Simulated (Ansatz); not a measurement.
## Short convergence ladders for Lu3TlC (P4mm, 5 atoms in the cell)

```
CELL_PARAMETERS angstrom
      4.73183     0.00000     0.00000
      0.00000     4.73183     0.00000
      0.00000     0.00000     4.73183
ATOMIC_POSITIONS crystal
  Lu 0.50000 0.00000 0.50000
  Lu 0.01057 0.50000 0.50000
  Lu 0.50000 0.50000 0.00000
  Tl 0.00000 0.00000 0.00000
  C  0.50000 0.50000 0.50000
```

Base method: LDA (PW92), default PAW files made with PBE (plane waves; Ansatz, a program for electronic structure).

Base settings: basis.ecutwfc = 420 eV; kpoints.mp_grid.grid = 7 7 7; hamiltonian.xc = lda; hamiltonian.pseudopotentials = {kind: paw} (the program's default PAW files); scf.occupations.method = gaussian; scf.occupations.width = 0.1 eV.

The count of work is k-points × plane waves × bands × iterations; it is no time. Core times come from one kind of shared machine, to one figure; runs under 30 s give none.

**Shifted k-point meshes**

In this ladder: kpoints.mp_grid.shift = 0.5 0.5 0.5.

Only quantities that move along the ladder and can be compared are tabulated.

```csv
kpoints.mp_grid.grid,free energy less the last step's (meV/atom),pressure (GPa),largest difference of a force vector from the last step's (eV/Å),count of work / last
1 1 1,-443.43,-0.24,0.406,0.0042
2 2 2,-134.64,-4.17,0.023,0.0035
3 3 3,-11.82,-4.20,0.016,0.021
5 5 5,-2.24,-4.28,0.007,0.056
7 7 7,-0.63,-4.27,0.001,0.14
15 15 15,0.00,-4.26,0.000,1.0
```

Coarsest kpoints.mp_grid.grid that holds the free energy within 2 meV/atom of the last step, with all finer ones: 7 7 7, at 0.14 of the last step's count of work; the step before is off by 2.2 meV/atom.

Coarsest kpoints.mp_grid.grid that holds the forces within 0.005 eV/Å of the last step, with all finer ones: 7 7 7, at 0.14 of the last step's count of work; the step before is off by 0.007 eV/Å.

Coarsest kpoints.mp_grid.grid that holds the pressure within 0.05 GPa of the last step, with all finer ones: 5 5 5, at 0.056 of the last step's count of work; the step before is off by 0.06 GPa.

**The k-point mesh at a smearing width of 0.05 eV**

In this ladder: scf.occupations.width = 0.05 eV.

The second cell is the first with its lattice scaled by 0.98.

Only quantities that move along the ladder and can be compared are tabulated.

| kpoints.mp_grid.grid | free energy less the last step's (meV/atom) | energy of the compressed cell less the first (meV/atom) | largest difference of a force vector from the last step's (eV/Å) | count of work / last | core time / last (rough) |
|---|---|---|---|---|---|
| 3 3 3 | 8.53 | -10.98 | 0.022 | 0.021 | – |
| 4 4 4 | 6.86 | -11.26 | 0.022 | 0.062 | – |
| 5 5 5 | 3.28 | -11.32 | 0.011 | 0.062 | – |
| 8 8 8 | 0.37 | -11.93 | 0.001 | 0.26 | 0.3 |
| 11 11 11 | 0.04 | -11.89 | 0.000 | 0.44 | 0.4 |
| 14 14 14 | 0.00 | -11.90 | 0.000 | 1.0 | 1 |

Coarsest kpoints.mp_grid.grid that holds the forces within 0.02 eV/Å of the last step, with all finer ones: 5 5 5, at 0.062 of the last step's count of work; the step before is off by 0.022 eV/Å.

Coarsest kpoints.mp_grid.grid that holds the free energy within 1 meV/atom of the last step, with all finer ones: 8 8 8, at 0.26 of the last step's count of work and about 0.3 of the last step's time; the step before is off by 3.3 meV/atom.

Coarsest kpoints.mp_grid.grid that holds the energy of the compressed cell less the first within 0.5 meV/atom of the last step, with all finer ones: 8 8 8, at 0.26 of the last step's count of work and about 0.3 of the last step's time; the step before is off by 0.58 meV/atom.

The energy difference between the two cells stays within 1 meV/atom of the last step's from 3 3 3 on, the total only from 8 8 8 on: much of the error is common to both cells and cancels.

**The mesh under tetrahedron occupations**

In this ladder: scf.occupations.method = tetrahedron; scf.occupations.width = default.

Only quantities that move along the ladder and can be compared are tabulated.

| kpoints.mp_grid.grid | free energy less the last step's (meV/atom) | largest difference of a force vector from the last step's (eV/Å) | count of work / last |
|---|---|---|---|
| 5 5 5 | 3.03 | 0.009 | 0.083 |
| 7 7 7 | 0.51 | 0.001 | 0.20 |
| 11 11 11 | 0.06 | 0.002 | 0.64 |
| 13 13 13 | 0.00 | 0.000 | 1.0 |

Coarsest kpoints.mp_grid.grid that holds the forces within 0.005 eV/Å of the last step, with all finer ones: 7 7 7, at 0.20 of the last step's count of work; the step before is off by 0.009 eV/Å.

Coarsest kpoints.mp_grid.grid that holds the free energy within 2 meV/atom of the last step, with all finer ones: 7 7 7, at 0.20 of the last step's count of work; the step before is off by 3.0 meV/atom.

On the base run: the starting cell comes from a database of computed structures (which also holds hypothetical and non-ambient phases and stackings), without a prior relaxation at this level. Its lattice was rescaled by up to half a per cent. One atom was moved a little off its site on purpose. In the base run, with a pressure of about -4 GPa the cell is away from its equilibrium volume at this level. Ansatz's pressure includes its estimate of the finite-basis (Pulay) stress.

Left out of this page: 1 run of the series failed or unconverged.

Keys are those of Ansatz 0.2.
